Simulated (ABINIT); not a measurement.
ABINIT run on BiPt (P6_3/mmc, 4 atoms in the cell): self-consistent single point.

Method: LDA (PW92), PAW (JTH v2.0 LDA PAW) (plane waves; ABINIT).

The change in words: lattice scaled by 0.98. Reference geometry:
```
BiPt
1.0
    4.39676     0.00000     0.00000
   -2.19838     3.80771     0.00000
    0.00000     0.00000     5.55247
Bi Pt
2 2
Cartesian
  0.00000   2.53847   1.38812
  2.19838   1.26923   4.16435
  0.00000   0.00000   2.77624
  0.00000   0.00000   0.00000
```

Reference input (self-consistent single point, DFT, LDA (PW92), plane waves, PAW (JTH v2.0 LDA PAW)): pseudos = [Bi.LDA_PW-JTH.xml, Pt.LDA_PW-JTH.xml]; ecut = 21 Ha; pawecutdg = 42 Ha; pawxcdev = 0; occopt = 3; tsmear = 0.00367493 Ha; ngkpt = 7 7 5; nshiftk = 1; shiftk = 0 0 0; potentials = JTH v2.0 LDA PAW; nband = 33; kptopt = 1. This run's input differs from it in these lines:

```diff
@@ -3,6 +3,6 @@
 pseudos "Bi.LDA_PW-JTH.xml, Pt.LDA_PW-JTH.xml"
-acell 4.3967616614 4.3967616614 5.5524730000 Angstrom
+acell 4.3088266290 4.3088266290 5.4414240000 Angstrom
 rprim
-         1.0000000000    0.0000000179    0.0000000000
-        -0.5000000155    0.8660253949    0.0000000000
+         1.0000000000   -0.0000000380    0.0000000000
+        -0.4999999671    0.8660254228    0.0000000000
          0.0000000000    0.0000000000    1.0000000000
@@ -13,5 +13,5 @@
 xcart
-        -0.0000000857    4.7970159646    2.6231633211
-         4.1543376448    2.3985080565    7.8694899633
-         0.0000000000    0.0000000000    5.2463266422
+         0.0000001788    4.7010758644    2.5707002720
+         4.0712512131    2.3505377773    7.7121008160
+         0.0000000000    0.0000000000    5.1414005440
          0.0000000000    0.0000000000    0.0000000000
```

Log, with long lists cut:

```
--- !BeginCycle
solver: {iscf: 17, nstep: 60, nline: 4, wfoptalg: 10, }
tolerances: {tolvrs: 1.00E-11, }
...

     iter   Etot(hartree)      deltaE(h)  residm     nres2
 ETOT  1  -196.05508105273    -1.961E+02 1.840E+00 2.340E+01
 ETOT  2  -199.26149070426    -3.206E+00 1.786E-01 1.925E+01
 ETOT  3  -199.15171753524     1.098E-01 5.925E-02 1.943E+00
 ETOT  4  -199.15509702367    -3.379E-03 1.684E-02 1.085E+00
 ETOT  5  -199.15245461576     2.642E-03 5.548E-03 1.663E-01
   [... 13 lines left out ...]
 ETOT 19  -199.15339471607    -8.765E-11 3.945E-05 2.605E-09
 ETOT 20  -199.15339471608    -1.458E-11 6.199E-05 6.689E-10
 ETOT 21  -199.15339471609    -8.583E-12 2.269E-05 2.646E-11
 ETOT 22  -199.15339471609    -3.581E-12 5.601E-05 3.513E-12
 At SCF step   22       nres2   =  3.51E-12 < tolvrs=  1.00E-11 =>converged.

 Cartesian components of stress tensor (hartree/bohr^3)
  sigma(1 1)= -3.35829320E-05  sigma(3 2)=  0.00000000E+00
  sigma(2 2)= -3.35829326E-05  sigma(3 1)=  0.00000000E+00
  sigma(3 3)= -5.56744875E-05  sigma(2 1)=  1.68960881E-13

 ----iterations are completed or convergence reached----

 reduced coordinates (array xred) for    4 atoms
       0.333333331161      0.666666664463      0.249999997816
       0.666666664494      0.333333331130      0.749999997816
      -0.000000002172     -0.000000002204      0.499999997816
      -0.000000002172     -0.000000002204     -0.000000002184
 cartesian forces (eV/Angstrom) at end:
    1     -0.00000000000000    -0.00000000000000    -0.00000000000000
   [... lines left out ...]
 Fermi (or HOMO) energy (eV) =   8.91978   Average Vxc (eV)= -10.76218
   [... lines left out ...]
'-kT*entropy'       : -2.19618336902041E-03
total_energy        : -1.99153392004497E+02
total_energy_eV     : -5.41923939685542E+03
...

-Cartesian components of stress tensor (GPa)         [Pressure=  1.2047E+00 GPa]
- sigma(1 1)= -9.88043804E-01  sigma(3 2)=  0.00000000E+00
- sigma(2 2)= -9.88043821E-01  sigma(3 1)=  0.00000000E+00
- sigma(3 3)= -1.63799970E+00  sigma(2 1)=  4.97099991E-09

 Calculation completed.
```

The run converged in 22 iterations. Against the reference run the free energy falls by 21.9 meV/atom and the pressure goes from -6.04 to 1.20 GPa.

The starting cell comes from a database of computed structures (which also holds hypothetical and non-ambient phases and stackings), without a prior relaxation at this level. Its lattice was rescaled by a random factor within 2.5 % of one. For this run, on top of that: lattice scaled by 0.98. Spin polarisation is off.

Cost on one core of a shared machine: roughly 7 min.
